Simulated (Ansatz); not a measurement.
# Au: response to strain

The reference is Au in the fcc (Cu type) structure (space group Fm-3m, No. 225).

```
Au
1.0
    0.00000     2.04172     2.04172
    2.04172     0.00000     2.04172
    2.04172     2.04172     0.00000
Au
1
Cartesian
  0.00000   0.00000   0.00000
```

Cartesian axes are those of the cell as printed.

Strains are applied to the cell and any free atomic positions relax; under biaxial strain the out-of-plane vector relaxes too; under stress the whole cell relaxes.

Method: PBEsol (Ansatz, a program for electronic structure, PAW, scalar-relativistic without spin-orbit coupling).

Notes on the quantities. pressure: mean of the normal stresses, compression positive.

```csv
variant,pressure,space group,shortest interatomic distance
base,0.0 GPa,Fm-3m (No. 225),2.887 Å
"biaxial strain +0.31 %, plane normal [111], relaxed out of plane",-0.4 GPa,R-3m (No. 166),2.883 Å
uniaxial strain ε_xx = −0.57 %,1.0 GPa,I4/mmm (No. 139),2.879 Å
uniaxial strain ε_zz = +0.55 %,-0.9 GPa,I4/mmm (No. 139),2.887 Å
"uniaxial stress, 8 GPa tension along z",–,I4/mmm (No. 139),2.768 Å
tensor shear ε_xz = −0.94 %,0.0 GPa,Immm (No. 71),2.860 Å
```

Without a gap, meshes like the base's 20×20×20 leave anisotropic stresses uncertain by several tenths of a GPa, and small strain energies with them. Beyond what the load breaks, stability against distortions was not tested.
